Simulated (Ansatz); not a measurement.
The starting structures come from a database of crystals and need not be the phases stable at ambient conditions.

Tunnelling through a barrier is set by its complex band structure: the current falls as exp(−2κd) with the smallest κ.

Here is the system:

```yaml
crystal:
  lattice:
    - [3.62752, 0.00000, 0.00000]
    - [0.00000, 3.62752, 0.00000]
    - [0.00000, 0.00000, 5.17220]
  atoms:
    - { symbol: Sc, position: [0.50000, 0.00000, 0.70585] }
    - { symbol: Sc, position: [0.00000, 0.50000, 0.29415] }
    - { symbol: O, position: [0.00000, 0.00000, 0.50000] }
    - { symbol: O, position: [0.50000, 0.50000, 0.50000] }
    - { symbol: F, position: [0.50000, 0.50000, 0.00000] }
    - { symbol: F, position: [0.00000, 0.00000, 0.00000] }
```

Space group of this cell: P4/nmm. The cell is taken as given; by r2SCAN its mean pressure is -4.8 GPa.

Transport runs along the normal of the first two printed cell vectors, the (001) plane of the conventional cell.

The gap is the functional's own, uncorrected, and κ follows it; spin-orbit coupling is left out. Mid-gap values are interpolated between the computed energies.

Task: State the band gap and the smallest decay constant κ at mid-gap according to Ansatz (a first-principles code) with r2SCAN.

Result: Gap 4.86 eV on a 8×8×6 mesh; κ = 0.492 1/Å, at the zone centre.
